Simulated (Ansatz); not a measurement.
## Effect of pressure 3 GPa on ZnSiP2

The reference is ZnSiP2 in the chalcopyrite structure (space group I-42d, No. 122; a = 5.419 Å, c = 10.539 Å).

The change: cell and atoms relaxed at a pressure of 3 GPa.

Method: PBE/PAW in Ansatz (a program for electronic structure), scalar-relativistic without spin-orbit coupling. Settings: 9×9×9 k-points, 0.05 eV Fermi–Dirac smearing.

```csv
quantity,base,changed,shift
volume per atom,19.34 Å³,18.71 Å³,-0.63 Å³
density,3.34 g/cm³,3.45 g/cm³,+0.11 g/cm³
lattice parameter a,5.419 Å,5.358 Å,-0.061 Å
shortest interatomic distance,2.272 Å,2.250 Å,-0.022 Å
enthalpy H = E + PV relative to the base's energy,–,+0.36 eV/atom,–
band gap,1.36 eV,1.28 eV,-0.08 eV
gap character,direct at Γ,direct at Γ,–
mean gap deformation potential ΔEg/Δln V,–,+2.3 eV,–
width of the top valence band,1.19 eV,1.26 eV,+0.07 eV
electron mass,"1.5 mₑ along c, 0.26 mₑ across (at Γ)","1.4 mₑ along c, 0.25 mₑ across (at Γ)",–
hole mass,"0.16 mₑ along c, 0.40 mₑ across (at Γ)","0.17 mₑ along c, 0.38 mₑ across (at Γ)",–
"valence-band top at Γ (three highest levels, from the VBM)","0.00, -0.13, -0.13 eV","0.00, -0.13, -0.13 eV",–
```

Final structure:

```
CELL_PARAMETERS angstrom
     -2.67907     2.67907     5.21389
      2.67907    -2.67907     5.21389
      2.67907     2.67907    -5.21389
ATOMIC_POSITIONS crystal
  Zn 0.75000 0.25000 0.50000
  Zn 0.00000 0.00000 0.00000
  Si 0.25000 0.75000 0.50000
  Si 0.50000 0.50000 0.00000
  P  0.14125 0.12500 0.51625
  P  0.60875 0.62500 0.48375
  P  0.37500 0.85875 0.98375
  P  0.87500 0.39125 0.01625
```

Load acts through the strain it causes; cell and atoms are relaxed under it. Effective masses come from finite differences of ±0.01 Å⁻¹. Whether these cells are dynamically stable was not tested.
